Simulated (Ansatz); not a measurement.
Base system: Zr in the hcp (Mg type) structure (space group P6_3/mmc, No. 194; a = 3.244 Å, c = 5.158 Å; relaxed with 0.1 eV smearing). Axes: x lies along a and z along c of the hexagonal cell.

Method: Kohn–Sham DFT with the r2SCAN functional, run in Ansatz (an electronic-structure program) with PAW and 500 eV plane waves, no spin-orbit coupling.

Modification: the cell is scaled by 1.0250 in all directions, atoms relaxed at fixed cell.

Problem. Predict the stress tensor and what it implies for the stiffness.

Solution. Stress of the strained cell less that of the base (GPa, compression positive):
```
   -6.2     0.0     0.0
    0.0    -6.2     0.0
    0.0     0.0    -6.4
```

Then B = −ΔP/(ΔV/V₀) with ΔV/V₀ = 0.0769 gives secant stiffness values (nonlinear terms included at this strain): B (at held cell shape, above the free-shape value) ≈ 81 GPa.

As a check, the harmonic strain energy −½ V₀ Δσ:ε is 34 meV/atom; the computed energy rise is 37 meV/atom.

Stability against distortions was not tested. All final runs are without spin polarisation.
